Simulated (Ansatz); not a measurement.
Relaxation of the outer planes of the (111) surface of bcc V in its 1x1 cell, outermost plane spacing 0.87 Å in the ideal cut.

Level of theory: PBE (plane waves to 420 eV, PAW; Ansatz, an electronic-structure program).

Set-up: 13 atoms, 10.4 Å thick at the start (thin: gaps and levels are the slab's own); mesh 10x10x1; 0.1 eV smearing; dipole correction on; all atoms relaxed; symmetry of the start imposed; no spin, no spin-orbit, no U.

```
plane  atoms  bulk spacing to the next (Å)  relaxed spacing (Å)  change (%)  rumpling (Å)
-----  -----  ----------------------------  -------------------  ----------  ------------
1          V                         0.865                0.708       -18.2          0.00
2          V                         0.865                0.678       -21.6          0.00
```
